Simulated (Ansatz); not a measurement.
Response to strain in KTaO3

Take KTaO3 in the cubic perovskite structure (space group Pm-3m, No. 221; a = 3.9853 Å) as the base. Axes: x, y, z lie along the cube axes.

Strains are applied to the cell and any free atomic positions relax.

Computed with PBEsol (Ansatz, a program for electronic structure), no SOC.

Notes on the quantities. pressure: mean of the normal stresses, compression positive; energy relative to the base: free energy F.

| case | band gap | smallest direct gap | pressure | energy relative to the base |
|---|---|---|---|---|
| base | 2.14 eV | 2.75 eV | 0.0 kbar | 0 meV/atom |
| tensor shear ε_xy = +1.67 % | 2.07 eV | 2.61 eV | 0.4 kbar | +4.4 meV/atom |
| tensor shear ε_xy = +2.00 % | 2.05 eV | 2.58 eV | 0.6 kbar | +6.3 meV/atom |
| tensor shear ε_xy = +0.33 % | 2.12 eV | 2.72 eV | 0.0 kbar | +0.2 meV/atom |
| tensor shear ε_xy = +1.00 % | 2.10 eV | 2.67 eV | 0.1 kbar | +1.6 meV/atom |

With Ta present, leaving out spin-orbit coupling can change the band edges. Whether these cells are dynamically stable was not tested.
